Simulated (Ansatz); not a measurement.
A constructed model of the (100) surface of fcc Rh, a layer of Si in place of the second plane (bottom of the slab: a bare face, its two planes held)

All values below come from PBE (plane waves to 420 eV, PAW; Ansatz, an electronic-structure program).

Set-up: 6 atoms, 9.2 Å thick at the start (thin: gaps and levels are the slab's own); mesh 14x14x1; 0.1 eV smearing; dipole correction on; 2 atoms held, the rest relaxed; symmetry of the start imposed; no spin, no spin-orbit, no U. It is one candidate, not shown to be the stable structure of the face.

```yaml
work_function_of_the_top_face: 4.89 eV
energy_released_by_relaxation: 0.38 eV
cost: about 2.0 core-minutes (a rough figure)
```
